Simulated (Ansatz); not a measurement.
Consider a 16-atom supercell of InSb in the zinc blende structure (space group F-43m, No. 216; a = 6.519 Å) at its relaxed geometry.

Method: PBEsol (Ansatz, a program for electronic structure), no spin-orbit coupling.

Before the change:

Pressure: 0.0 GPa
Mean distance from the defect site to its nearest host atoms: 2.82 Å

The change: a neutral Sb vacancy, atoms relaxed at fixed cell, starting from a slightly rattled geometry.

Predict the new pressure, largest displacement of a host atom from its site in the perfect cell and mean distance from the defect site to its nearest host atoms.

The pressure goes from zero to -1.1 GPa; the largest displacement of a host atom from its site in the perfect cell amounts to 0.66 Å; the mean distance from the defect site to its nearest host atoms shrinks by 0.05 Å, from 2.82 Å to 2.77 Å.

The cell is small, so the values are those of an ordered compound at a high defect concentration; dilute-limit values will differ. All final runs are without spin polarisation. The defect cell is not spin-polarised.
